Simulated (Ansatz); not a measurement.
MoSi2 (P6₂22, No. 180, 9 atoms in the cell; start mp-8938; a measured phase of this formula has another space group), treated with LDA in Ansatz (PAW).

Run with plane-wave cutoff 520 eV, 18×18×8 k mesh (along the axes of the cell as run), Fermi–Dirac smearing 0.05 eV, no spin polarisation, scalar-relativistic PAW data made under PBE.

Cell (relaxed at this level):

```yaml
crystal:
  lattice:
    - [4.55052, 0.00000, 0.00000]
    - [-2.27526, 3.94086, 0.00000]
    - [0.00000, 0.00000, 6.53118]
  atoms:
    - { symbol: Si, position: [0.16423, 0.83577, 0.83333] }
    - { symbol: Si, position: [0.32845, 0.16423, 0.16667] }
    - { symbol: Si, position: [0.16423, 0.32845, 0.50000] }
    - { symbol: Si, position: [0.83577, 0.16423, 0.83333] }
    - { symbol: Si, position: [0.67155, 0.83577, 0.16667] }
    - { symbol: Si, position: [0.83577, 0.67155, 0.50000] }
    - { symbol: Mo, position: [0.50000, 0.00000, 0.50000] }
    - { symbol: Mo, position: [0.50000, 0.50000, 0.83333] }
    - { symbol: Mo, position: [0.00000, 0.50000, 0.16667] }
```

Q: Predict the band gap, smallest direct gap on the k points sampled and direct gap at Γ.

A: 
band gap: 0.02 eV (under three smearing widths, so not firm)
smallest direct gap on the k points sampled: 0.52 eV
direct gap at Γ: 2.88 eV

Note: the run has no spin polarisation, so it can have missed a magnetic state; the relaxation could not lower the start's symmetry, so the cell can be a saddle point above a distorted one.

Spin–orbit coupling is not included; it can close the smallest gap of 0.02 eV.

The result took very roughly 6 core-minutes.

A start named mp-… is a Materials Project structure, which need not be a measured phase.

Ansatz is a first-principles code.
